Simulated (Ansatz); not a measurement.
TaS2: pressure series

Start from TaS2 in the CdI2 type structure (space group P-3m1, No. 164; a = 3.329 Å, c = 5.785 Å; layered, stacked along the Cartesian z axis).

Cell and atoms are relaxed at each pressure.

The values are results of Ansatz (a first-principles code) PBE-D3(BJ), spin-orbit coupling left out, not measurements.

Notes on the quantities. enthalpy: H = E + PV relative to the base's energy.

| variant | c/a ratio | enthalpy | lattice parameter a |
|---|---|---|---|
| base | 1.738 | – | 6.291 bohr |
| pressure −2 GPa | 1.808 | -0.24 eV/atom | 6.346 bohr |
| pressure −1 GPa | 1.762 | -0.12 eV/atom | 6.316 bohr |
| pressure 0.9 GPa | 1.724 | +0.10 eV/atom | 6.269 bohr |
| pressure 2.1 GPa | 1.709 | +0.24 eV/atom | 6.242 bohr |
| pressure 4.5 GPa | [?] | +0.50 eV/atom | [?] |
| pressure 9 GPa | 1.672 | +0.97 eV/atom | 6.116 bohr |
| pressure 15 GPa | 1.660 | +1.57 eV/atom | 6.027 bohr |
| pressure 22.5 GPa | 1.655 | +2.27 eV/atom | 5.932 bohr |
| pressure 30 GPa | 1.656 | +2.95 eV/atom | 5.848 bohr |

Q: What belongs in the blanks?

A: 
- pressure 4.5 GPa, c/a ratio: 1.690
- pressure 4.5 GPa, lattice parameter a: 6.194 bohr

Load acts through the strain it causes; cell and atoms are relaxed under it. Whether these cells are dynamically stable was not tested. Competing high-pressure phases were not computed. All final runs are without spin polarisation. An odd electron count without spin: TaS2.
